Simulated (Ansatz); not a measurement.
## Cu3N: isotropic strain +1.20 %

Take Cu3N (space group Pm-3m, No. 221; a = 3.721 Å) as the base.

Perturbation: an isotropic linear strain of +1.20 %, atoms relaxed at fixed cell.

All numbers come from plane-wave PAW DFT at the LDA level (Ansatz, a first-principles code, 420 eV), no spin-orbit coupling. Settings: 13×13×13 k-points, 0.05 eV Fermi–Dirac smearing.

| quantity | base | changed | shift |
|---|---|---|---|
| volume per atom | 12.88 Å³ | 13.35 Å³ | +0.47 Å³ |
| space group | Pm-3m (No. 221) | Pm-3m (No. 221) | – |
| energy relative to the base (free energy F) | 0 meV/atom | +7.4 meV/atom | +7.4 meV/atom |
| band gap (uncertain: the Fermi level lies in a band; the changed cell) | zero | 0.08 eV | – |

Cost of the whole job for the changed cell (relaxation, final SCF and bands): roughly 40 core-seconds.

Stability against distortions was not tested. The final runs are not spin-polarised. A zero or small gap of Cu3N can be the functional's error rather than a property of the material.
